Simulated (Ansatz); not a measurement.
**AlN under a change: isotropic strain −2.40 %**

Start from AlN in the wurtzite structure (space group P6_3mc, No. 186; a = 3.089 Å, c = 4.943 Å).

Now apply this change: every lattice vector is shortened by 2.40 %; the atoms relax in the strained cell.

Level of theory: LDA/PAW in Ansatz (a quantum-chemistry and plane-wave program), no spin-orbit coupling. Γ-centred 12×12×7 mesh, Fermi–Dirac width 0.05 eV.

The volume per atom shrinks by 0.72 Å³, from 10.21 Å³ to 9.49 Å³ and the space group stays P6_3mc (No. 186). The shortest interatomic distance falls by 0.0457 Å, from 1.876 Å to 1.831 Å and the energy increases by 37 meV/atom. The pressure (mean of the normal stresses, compression positive) rises by 176.8 kbar to 176.7 kbar and the band gap grows by 0.526 eV (4.42 eV → 4.94 eV). The gap character changes from direct at Γ to indirect, Γ → K and the smallest direct gap grows by 0.66 eV (4.42 eV → 5.08 eV). The width of the top valence band rises by 0.12 eV (2.44 eV → 2.56 eV) and the electron mass goes from 0.32 mₑ (at Γ) to 0.36 mₑ along c, 0.58 mₑ across (at K). The valence-band top at Γ (three highest levels, from the VBM) changes from 0.00, -0.23, -0.23 eV to 0.00, -0.26, -0.26 eV.

Masses are band curvatures over ±0.01 Å⁻¹ around the edge. No phonon test of stability was made.
